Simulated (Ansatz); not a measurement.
Consider HfN in the rock salt structure (space group Fm-3m, No. 225).

```cif
data_Hf4N4
_chemical_formula_sum 'N4 Hf4'
_space_group_name_H-M_alt 'Fm-3m'
_space_group_IT_number 225
_space_group_name_Hall '-F 4 2 3'
_cell_length_a 4.52548
_cell_length_b 4.52548
_cell_length_c 4.52548
_cell_angle_alpha 90.000
_cell_angle_beta 90.000
_cell_angle_gamma 90.000
loop_
_atom_site_label
_atom_site_type_symbol
_atom_site_symmetry_multiplicity
_atom_site_Wyckoff_symbol
_atom_site_fract_x
_atom_site_fract_y
_atom_site_fract_z
_atom_site_occupancy
N1 N 4 a 0.00000 0.00000 0.00000 1
Hf1 Hf 4 b 0.50000 0.50000 0.50000 1
```
(The calculation used a cell of 2 atoms; values per cell refer to that cell.)

The other end (x = 1) is HfB in the rock salt structure (space group Fm-3m, No. 225; a model cell): 14.04 Å³/atom, gap zero.

Level of theory: r2SCAN (Ansatz, a quantum-chemistry and plane-wave program, PAW, spin-orbit coupling left out).

B replaces a fraction x of N; each row is one arrangement (x, atoms in the cell, starting space group or random), fully relaxed.

One change was made to it. Results:

The deviation of the volume from the linear (Vegard-type) interpolation is -0.3 %; the mean first-shell distances is N–Hf 2.301 Å (end compound 2.263 Å), B–Hf 2.296 Å (end compound 2.413 Å).

Which change produced these results?
(A) x(B) = 0.75, 8 atoms, Cmmm
(B) x(B) = 0.5, 8 atoms, I4_1/amd
(C) x(B) = 0.25, 8 atoms, Pmmm

C, x(B) = 0.25, 8 atoms, Pmmm. For comparison, the mean first-shell distances in the other runs: x(B) = 0.5, 8 atoms, I4_1/amd gives N–Hf 2.318 Å (end compound 2.263 Å), B–Hf 2.348 Å (end compound 2.413 Å); x(B) = 0.75, 8 atoms, Cmmm gives N–Hf 2.326 Å (end compound 2.263 Å), B–Hf 2.386 Å (end compound 2.413 Å).

These are small ordered cells, not random alloys; other orderings at the same x differ. Whether these cells are dynamically stable was not tested. The final runs are not spin-polarised. An odd electron count without spin: HfN and HfB. A zero or small gap of Hf2BN can be the functional's error rather than a property of the material.
